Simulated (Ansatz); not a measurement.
```
MgO
1.0
    0.00000     2.11622     2.11622
    2.11622     0.00000     2.11622
    2.11622     2.11622     0.00000
Mg O
1 1
Direct
  0.00000   0.00000   0.00000
  0.50000   0.50000   0.50000
```

The numbers are results of PBEsol, rigid bands (plane waves, PAW, scalar-relativistic; Ansatz, an electronic-structure program), not measurements. Condition of this run: hydrostatic pressure -2 GPa (the target of the relaxation). How the cell was made: cell and atoms relaxed with PBEsol, then loaded as said.

What conductivity effective mass do dilute electrons have at 300 K?

0.35 mₑ.

What conductivity effective mass do dilute holes have at 300 K?

2.3 mₑ.

And the band gap?

4.50 eV at this level; semilocal functionals usually fall short of the measured gap.

Rigid bands, one relaxation time for all states, no polarons. Spin-orbit coupling is left out.
